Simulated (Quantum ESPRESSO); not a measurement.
Quantum ESPRESSO run on a (001) slab of NaCl (cut from a parent of space group no. 225; 8 atoms in the cell): self-consistent single point.

Method of the run: PBEsol, GBRV 1.5 ultrasoft (PBESOL) pseudopotentials (plane waves; Quantum ESPRESSO).

```yaml
crystal:
  lattice:
    - [3.86645, 0.00000, 0.00000]
    - [0.00000, 3.86645, 0.00000]
    - [0.00000, 0.00000, 20.38220]
  atoms:
    - { symbol: Cl, position: [0.50000, 0.50000, 0.43146] }
    - { symbol: Cl, position: [0.00000, 0.00000, 0.29437] }
    - { symbol: Cl, position: [0.50000, 0.50000, 0.70562] }
    - { symbol: Cl, position: [0.00000, 0.00000, 0.56854] }
    - { symbol: Na, position: [0.00000, 0.00000, 0.43146] }
    - { symbol: Na, position: [0.50000, 0.50000, 0.29437] }
    - { symbol: Na, position: [0.00000, 0.00000, 0.70562] }
    - { symbol: Na, position: [0.50000, 0.50000, 0.56854] }
```

Reference input (self-consistent single point, DFT, PBE, plane waves, GBRV 1.5 ultrasoft (PBE) pseudopotentials): ecutwfc = 40 Ry; ecutrho = 200 Ry; occupations = smearing; smearing = fd; degauss = 0.0073499 Ry; mixing_mode = local-TF; potentials = {Cl: cl_pbe_v1.4.uspp.F.UPF, Na: na_pbe_v1.5.uspp.F.UPF}; K_POINTS = automatic 6 6 1 0 0 0; conv_thr = 1e-10 Ry; mixing_beta = 0.4. This run's input differs from it in these lines:

```diff
@@ -26,4 +26,4 @@
 ATOMIC_SPECIES
-Cl    35.4500  cl_pbe_v1.4.uspp.F.UPF
-Na    22.9898  na_pbe_v1.5.uspp.F.UPF
+Cl    35.4500  cl_pbesol_v1.4.uspp.F.UPF
+Na    22.9898  na_pbesol_v1.5.uspp.F.UPF
 ATOMIC_POSITIONS {crystal}
```

Output (repeated stretches shortened):

```
     Self-consistent Calculation

     iteration #  1     ecut=    40.00 Ry     beta= 0.40

     Threshold (ethr) on eigenvalues was too large:
     Diagonalizing with lowered threshold

     negative rho (up, down):  6.522E-02 0.000E+00

     total energy              =    -514.53999177 Ry
     estimated scf accuracy    <       0.22577933 Ry

     iteration #  2     ecut=    40.00 Ry     beta= 0.40

     negative rho (up, down):  6.765E-02 0.000E+00

     total energy              =    -514.49465067 Ry
     estimated scf accuracy    <       0.12761871 Ry

     iteration #  3     ecut=    40.00 Ry     beta= 0.40

     negative rho (up, down):  5.882E-02 0.000E+00

     total energy              =    -514.50700031 Ry
     estimated scf accuracy    <       0.02395538 Ry

   [... 18 blocks of this kind left out ...]

     iteration # 22     ecut=    40.00 Ry     beta= 0.40

     negative rho (up, down):  6.093E-02 0.000E+00

     total energy              =    -514.50435862 Ry
     estimated scf accuracy    <          1.6E-10 Ry

     iteration # 23     ecut=    40.00 Ry     beta= 0.40

     negative rho (up, down):  6.093E-02 0.000E+00
     End of self-consistent calculation

     the Fermi energy is     0.3666 ev

!    total energy              =    -514.50435862 Ry
     estimated scf accuracy    <          8.6E-11 Ry
     smearing contrib. (-TS)   =      -0.00000000 Ry
     internal energy E=F+TS    =    -514.50435862 Ry

     convergence has been achieved in  23 iterations

     negative rho (up, down):  6.093E-02 0.000E+00

     Forces acting on atoms (cartesian axes, Ry/au):

     atom    1 type  1   force =     0.00000000    0.00000000   -0.00029174
     atom    2 type  1   force =     0.00000000    0.00000000   -0.00687566
     atom    3 type  1   force =     0.00000000    0.00000000    0.00687566
     atom    4 type  1   force =     0.00000000    0.00000000    0.00029174
     atom    5 type  2   force =     0.00000000    0.00000000   -0.00040992
   [... lines left out ...]
     Total force =     0.011596     Total SCF correction =     0.000031
   [... lines left out ...]

     negative rho (up, down):  6.093E-02 0.000E+00
          total   stress  (Ry/bohr**3)                   (kbar)     P=        5.59
   0.00004672   0.00000000   0.00000000            6.87        0.00        0.00
   0.00000000   0.00004672   0.00000000            0.00        6.87        0.00
   0.00000000   0.00000000   0.00002060            0.00        0.00        3.03

   JOB DONE.
```

The run converged in 23 iterations. Against the reference run the largest force goes from 0.272 to 0.177 eV/Å and the gap on the mesh goes from 5.061 to 5.038 eV.

The starting cell comes from a database of computed structures (which also holds hypothetical and non-ambient phases and stackings), without a prior relaxation at this level. The slab is cut from that crystal, and its faces are unrelaxed. Its lattice was rescaled in the plane by a random factor within 2.5 % of one. Spin polarisation is off, though cut faces can carry moments; a gap of a slab can lie between surface states.

Cost on one core of a shared machine: roughly 2 min.
